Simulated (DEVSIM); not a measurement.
Si p-i-n diode

System: Si p-i-n diode, at 350 K.

| layer (left to right) | material | thickness (μm) | Nd (cm⁻³) | Na (cm⁻³) | τn (s) | τp (s) |
|---|---|---|---|---|---|---|
| 1 | Si | 0.900 | - | 3.7e17 | 9.1e-6 | 9.1e-6 |
| 2 | Si | 3.30 | 4.5e12 | - | 9.1e-6 | 9.1e-6 |
| 3 | Si | 0.220 | 1.8e19 | - | 9.1e-6 | 9.1e-6 |

Left contact: ohmic. Right contact: ohmic. Voltage is applied to the left contact. Recombination: SRH at mid-gap, Auger. Mobility is constant in doping.

Constants are typed, rounded textbook-type inputs, not results; the design itself was drawn at random and stands for no fabricated device. Values at 300 K; Nc and Nv go as T^1.5, mobilities as T to minus their exponent, the gap by Varshni's rule with the affinity fixed.

```tsv
parameter	Si
gap (eV)	1.124
affinity (eV)	4.05
permittivity	11.7
Nc (cm⁻³)	2.86e19
Nv (cm⁻³)	3.1e19
μn (cm²/Vs)	1417
μp (cm²/Vs)	470
T exponent of μn	2.3
T exponent of μp	2.2
Cn (cm⁶/s)	2.8e-31
Cp (cm⁶/s)	9.9e-32
Varshni α (eV/K)	0.000473
Varshni β (K)	636
```

Model (solved in DEVSIM): 1D drift-diffusion, Boltzmann statistics, complete ionisation; no tunnelling, impact ionisation, image-force lowering or self-heating.

```yaml
potential_step_across_the_device_at_zero_bias: 0.949 V
Dark forward voltage at 1 A/cm²: 0.533 V
Dark forward voltage at 100 A/cm²: 0.679 V
```

Dark forward current:

```tsv
V (V)	J (A/cm²)
0.05	4.7e-7
0.10	2.0e-6
0.15	7.3e-6
0.20	2.9e-5
0.25	0.00012
0.30	0.00055
0.35	0.0026
0.40	0.013
0.45	0.065
0.50	0.34
0.55	1.7
0.60	8.6
0.65	42
0.70	190
0.75	730
0.80	2500
```
